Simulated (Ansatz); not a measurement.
A periodic model of amorphous IGZO (In9Ga9Zn9O36):

```xyz
63
Lattice="9.3158 0.0000 0.0000 0.0000 9.3158 0.0000 0.0000 0.0000 9.3158" Properties=species:S:1:pos:R:3 pbc="T T T"
In     1.8144     2.9566     5.6069
In     7.3671     3.0692     0.2129
In     4.6328     8.8184     7.6322
In     1.0909     4.3396     2.4201
In     4.8567     5.4824     0.3267
In     2.1095     7.5703     0.5684
In     3.7530     2.3574     0.9486
In     0.3031     7.2197     3.8918
In     8.0081     0.8580     6.7829
Ga     7.7562     2.3703     3.5769
Ga     8.4130     9.1759     1.1320
Ga     3.7674     7.1867     3.7345
Ga     4.3028     1.0923     4.3597
Ga     5.2274     8.7816     1.4720
Ga     1.3695     1.0756     8.5296
Ga     1.5559     4.1897     8.6581
Ga     1.2885     1.0013     2.9553
Ga     6.9181     5.5154     3.3232
Zn     8.2927     6.0135     0.5188
Zn     6.7902     6.8952     6.6278
Zn     5.0740     2.8495     7.1283
Zn     4.0888     4.1552     4.0297
Zn     6.9397     8.6779     3.8287
Zn     3.5238     5.8459     6.6499
Zn     1.9588     8.8904     6.0402
Zn     0.4446     6.3031     7.1342
Zn     7.9869     4.1914     6.3600
O      8.8443     1.0121     9.0163
O      4.9126     0.6941     0.1749
O      5.0203     6.5774     7.7282
O      3.8454     3.9674     6.0845
O      4.9672     5.7738     3.4343
O      0.6475     4.1954     6.8279
O      2.8036     4.3601     1.0782
O      3.4165     7.5047     5.5481
O      7.9365     5.7324     7.6702
O      6.7113     5.1107     1.3453
O      2.1469     7.2338     2.7955
O      0.3610     2.5667     3.4740
O      7.2656     6.9342     4.6100
O      7.2495     3.9748     4.4396
O      2.3916     0.9586     4.4754
O      7.2496     1.0229     4.7524
O      4.7989     8.8425     3.3691
O      2.1377     4.5393     4.1842
O      2.0856     0.9175     1.2850
O      9.2117     9.0972     2.8975
O      4.5451     1.1416     6.2027
O      7.1250     2.7283     7.3851
O      2.4619     2.5732     8.3923
O      6.7175     8.6954     7.3341
O      4.1577     7.3308     0.9913
O      0.0219     4.1167     0.4727
O      8.8319     5.7264     2.7260
O      0.4029     7.7309     5.8642
O      0.0378     7.6393     0.3728
O      7.3626     1.8031     1.8584
O      0.7798     1.2437     6.6196
O      2.4712     8.8715     8.1036
O      2.0938     5.9722     8.2504
O      6.9402     8.2244     1.7757
O      5.2026     3.4720     9.0711
O      4.4365     2.4544     3.0937
```

Level of theory: PBE, scalar-relativistic without spin-orbit coupling (plane waves to 420 eV, PAW; Ansatz, a program for electronic structure).

It comes from a melt-quench run on a machine-learned potential (CHGNet), relaxed afterwards by DFT. O atoms were pushed apart under 1.9 Å during the dynamics, to hinder bonds among them. The hot cell started wider than the set density and was brought back towards it in steps. It is the lowest in DFT energy of 2 quenches. It is a model cell: composition and starting density were chosen by hand, and all elements were melted together. No dispersion term was used. Its density started from a set value of 5.80 and ended at 5.80 g/cm³. Cooling (nominally 84 K/ps over its main leg) ran many orders faster than in experiment, which tends to leave more defects and strain. Values belong to this one cell and scatter from quench to quench. The volume was held where the preparation left it, at a PBE pressure of -0.6 GPa (tension). Stress components on the final sampling reach 3.7 GPa.

Bonds are counted up to In-In 3.12 Å, In-Ga 2.90 Å, In-Zn 2.90 Å, In-O 2.88 Å, Ga-Ga 2.68 Å, Ga-Zn 2.68 Å, Ga-O 2.46 Å, Zn-Zn 2.68 Å, Zn-O 2.60 Å, O-O 1.58 Å. Two cations that share two anions don't count as bonded, nor two that share one unless they lie closer than In-In 3.04 Å, In-Ga 2.82 Å, In-Zn 2.82 Å, Ga-Ga 2.61 Å, Ga-Zn 2.61 Å, Zn-Zn 2.61 Å.

Problem. Give the coordination numbers, mean bond lengths and angles.

Solution. 
Mean coordination of In by anions: 5.56 (4 with 5, 5 with 6)
Mean coordination of Ga by anions: 4.44 (5 with 4, 4 with 5)
Mean coordination of Zn by anions: 4.33 (6 with 4, 3 with 5)
Mean coordination of O: 3.58 (15 with 3, 21 with 4)
Mean In-O bond: 2.238 Å (spread 0.165 Å, 50 counted)
Mean Ga-O bond: 1.932 Å (spread 0.101 Å, 40 counted)
Mean Zn-O bond: 2.053 Å (spread 0.114 Å, 39 counted)
Bond angle at In: mean 104.7°, spread 28.7°
Bond angle at Ga: mean 108.0°, spread 21.3°
Bond angle at Zn: mean 107.2°, spread 21.1°
Bond angle at O: mean 110.5°, spread 13.6°

Problem. List the pairs of like atoms that count as bonded by the rules above.

Solution. There are none by these rules.
